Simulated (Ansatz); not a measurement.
# Volume per atom of Hf2Ge (model structure, started from the Ni2In type, P6₃/mmc, No. 194, 6 atoms in the cell) at several levels of theory

No measured value is used here.

| level (code) | value (Å³/atom) |
|---|---|
| PBE (Ansatz) | (withheld) |
| PBEsol (Ansatz) | 18.43 |
| PBE-D3(BJ) (Ansatz) | 18.58 |

Problem. Fill in the missing entries.

Solution. 
- PBE (Ansatz, a quantum-chemistry and plane-wave program), value (Å³/atom): 19.19

Density-functional levels without +SOC have no spin–orbit coupling. Ansatz's density-functional and Hartree–Fock values are scalar-relativistic unless marked +SOC, with PAW data made under PBE.

A model structure was made by putting elements into a prototype or built by hand; it is no filed structure, need not be a known phase, and can be a saddle point held by its symmetry.
